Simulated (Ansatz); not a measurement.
A self-consistent single point of ZnCu (Pm-3m, 2 atoms in the cell) with Ansatz (a first-principles code).

Level of theory: PBE (plane waves, PAW; Ansatz).

```xyz
2
Lattice="2.8913 0.0000 0.0000 0.0000 2.8913 0.0000 0.0000 0.0000 2.8913" Properties=species:S:1:pos:R:3 pbc="T T T"
Zn     1.4457     1.4457     1.4457
Cu     0.0000     0.0000     0.0000
```

Reference input (self-consistent single point, DFT, PBE, plane waves, default PAW files): kpoints.mp_grid.grid = 8 8 8; hamiltonian.xc = pbe; hamiltonian.pseudopotentials = {kind: paw} (the program's default PAW files); scf.occupations.method = gaussian; scf.occupations.width = 0.1 eV. This run's input differs from it in these lines:

Ansatz 0.2 input:
```diff
@@ -11,3 +11,3 @@
   mp_grid:
-    grid: [8, 8, 8]
+    grid: [22, 22, 22]
 hamiltonian:
```

Log, with long lists cut:

```
SCF iter   1: F=—  HF=-9944.330133 eV  |F-HF|=—  |Δ(HF+E_count)|=         —  Δρ=2.30e-3  dr2=8.00e-4  ethr=1.77e-3  ⟨swp⟩=5.3  Hψ=30972  notcnv=0
all-band conjugate gradients solve this SCF's bands
preconditioner: auto → none
SCF iter   2: F=—  HF=-9944.330691 eV  |F-HF|=—  |Δ(HF+E_count)|=   5.58e-4  Δρ=8.84e-4  dr2=1.26e-4  ethr=2.58e-6  ⟨swp⟩=2.2  Hψ=15201  notcnv=0
SCF iter   3: F=—  HF=-9944.330709 eV  |F-HF|=—  |Δ(HF+E_count)|=   1.79e-5  Δρ=3.24e-4  dr2=1.80e-5  ethr=4.07e-7  ⟨swp⟩=1.1  Hψ=7494  notcnv=0
SCF iter   4: F=—  HF=-9944.330701 eV  |F-HF|=—  |Δ(HF+E_count)|=   8.10e-6  Δρ=8.82e-5  dr2=9.23e-7  ethr=5.81e-8  ⟨swp⟩=2.2  Hψ=11039  notcnv=0
iter 5 did not close the SCF: its close was put off for the readings that it lacked (scf_convergence_deferred on its scf_iter line)
SCF iter   5: F=-9944.330700 eV  HF=-9944.330700 eV  |F-HF|=1.64e-8  |Δ(HF+E_count)|=   4.32e-7  Δρ=1.39e-5  dr2=4.10e-8  ethr=2.98e-9  ⟨swp⟩=2.1  Hψ=10272  notcnv=0
SCF iter   6: F=-9944.330700 eV  HF=-9944.330700 eV  |F-HF|=6.97e-9  |Δ(HF+E_count)|=   7.65e-8  Δρ=5.82e-6  dr2=1.06e-8  ethr=1.32e-10  ⟨swp⟩=3.7  Hψ=30861  notcnv=0
SCF 1 converged in 6 iterations: F = -9944.330700 eV  dr2 = 1.06e-8
Free energy (F): -9944.330700 eV
Internal energy: -9944.328079 eV  (E = F + TS)
E sigma→0 (E₀):  -9944.329390 eV
Entropy (-TS):   -0.002621 eV (-1.311 meV/atom)
Fermi energy:    15.579180 eV
--- Forces (eV/Å), atoms counted from 1 ---
  atom   1  Zn     0.00000000    -0.00000000     0.00000000
  atom   2  Cu    -0.00000000     0.00000000     0.00000000
--- Stress (GPa, compression-positive) ---
       10.299641      -0.000000       0.000000
       -0.000000      10.299641       0.000000
        0.000000       0.000000      10.299641
  P = ⅓ Tr σ = 10.2996 GPa (102.996 kbar)
  The stress holds the Pulay correction. Without it, at fixed plane waves, as pw.x and ABINIT print it: P = 10.1295 GPa
```

The run converged in 6 iterations. Against the reference run the free energy goes up by 3.3 meV/atom and the pressure goes from 10.61 to 10.30 GPa.

The starting cell comes from a database of computed structures (which also holds hypothetical and non-ambient phases and stackings), without a prior relaxation at this level. Its lattice was rescaled by a random factor within 2.5 % of one. Spin polarisation is off. With a pressure of about 10 GPa the cell is away from its equilibrium volume at this level. Ansatz's pressure includes its estimate of the finite-basis (Pulay) stress.
